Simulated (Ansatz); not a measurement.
## SnSb in the rock salt structure (space group Fm-3m, No. 225)

SnSb is modelled in the cubic space group Fm-3m (No. 225), the rock salt structure, Pearson symbol cF8. Lattice parameters: a = b = c = 6.0867 Å, α = β = γ = 90.00°. Sn on 4b has 6 Sb at 3.043 Å (octahedral). Sb on 4a has 6 Sn at 3.043 Å (octahedral). (Neighbours: up to the widest gap in distance over summed covalent radii, below 1.35, at either atom; cation-cation and far metal-metal contacts left out.)
(The calculation used a cell of 2 atoms; values per cell refer to that cell.)

The values are results of PBEsol (Ansatz, an electronic-structure program; PAW; 420 eV plane waves; no spin-orbit coupling), not measurements. Γ-centred 13×13×13 mesh, Fermi–Dirac width 0.05 eV.

| Quantity | Result |
|---|---|
| Volume per atom | 28.19 Å³ |
| Density | 7.08 g/cm³ |
| Band gap | zero |
| Total energy | -6178.956 eV/atom (σ→0; compares only within this code and set-up) |

No phonon test of stability was made. All final runs are without spin polarisation. An odd electron count without spin: SnSb.
